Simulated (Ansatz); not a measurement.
Reference: ScAl₃ (Pm-3m), PBEsol, DFPT electron-phonon coupling, linearised Boltzmann equation (plane waves, PAW, scalar-relativistic; Ansatz, a first-principles code); geometry: relaxed with this functional, without spin-orbit coupling.

```
Al3Sc
1.0
    4.07195     0.00000     0.00000
    0.00000     4.07195     0.00000
    0.00000     0.00000     4.07195
Sc Al
1 3
Cartesian
  0.00000   0.00000   0.00000
  2.03598   0.00000   2.03598
  0.00000   2.03598   2.03598
  2.03598   2.03598   0.00000
```

| Quantity | Result |
|---|---|
| resistivity at 300 K | 6.4 μΩ·cm |

### Question
Replace Sc by Y on the same sites and relax. What happens?

### Answer
YAl3 (Pm-3m): volume per atom 16.9 to 18.8 Å³; resistivity at 300 K rises (6.4 μΩ·cm to 8.3 μΩ·cm).

### Question
Replace Sc by Lu on the same sites and relax. What happens?

### Answer
LuAl$_{3}$ (Pm-3m): volume per atom 16.9 to 17.8 Å³; resistivity at 300 K rises (6.4 μΩ·cm to 7.5 μΩ·cm).

### Question
Replace Al by Ga on the same sites and relax. What happens?

### Answer
ScGa$_{3}$ (Pm-3m): volume per atom 16.9 to 16.6 Å³; resistivity at 300 K rises (6.4 μΩ·cm to 11.9 μΩ·cm).

Moves up to 15 % count as about the same. Metals; harmonic phonons alone scatter; means over directions. Halving the electron mesh moves these values by up to 10 %; q meshes are mostly untested. Some of the runs warned that the eigensolver left states short of its tolerance. Spin-orbit coupling is left out.

Formula and space group known from diffraction (Crystallography Open Database), not checked to be the room-temperature form: ScGa3 (Pm-3m). Computed structure with no diffraction record at hand here (it may be known, metastable or hypothetical): LuAl3 (Pm-3m), ScAl3 (Pm-3m), YAl3 (Pm-3m). The missing spin-orbit coupling matters most for LuAl3 (Pm-3m).
